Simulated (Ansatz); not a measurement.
The starting structures come from a database of crystals and need not be the phases stable at ambient conditions.

Evanescent states of In$_{7}$GeIrO$_{8}$ (F-43m, not sure to be the ambient phase, 17 atoms a cell, 16.1 Å³ an atom, -5 GPa at this level) along the normal of (111)

Level of theory: r2SCAN (plane waves, PAW; Ansatz, a quantum-chemistry and plane-wave program).

The gap is the functional's own. No spin-orbit coupling. Mid-gap values are interpolated on the energy grid.

Energies count from the valence-band top; κ is the least over a 6×6 mesh across the current.

```tsv
E (eV)	κ (1/Å)	where
0.03	0.043	Γ
0.09	0.056	Γ
0.15	0.065	Γ
0.21	0.070	Γ
0.27	0.074	Γ
0.33	0.075	Γ
0.39	0.074	Γ
0.45	0.072	Γ
0.51	0.068	Γ
0.57	0.061	Γ
0.63	0.050	Γ
0.69	0.034	Γ
```

**Question.** How thick must the barrier be to attenuate the transmission by 10^8 when the electrodes' Fermi level lies at 0.51 eV, and what attenuation does that film give at 0.39 eV?

**Answer.** d = 8 ln 10 / (2 × 0.068) = 135.4 Å. At 0.39 eV it gives 8 × 0.074/0.068 = 8.7 decades.
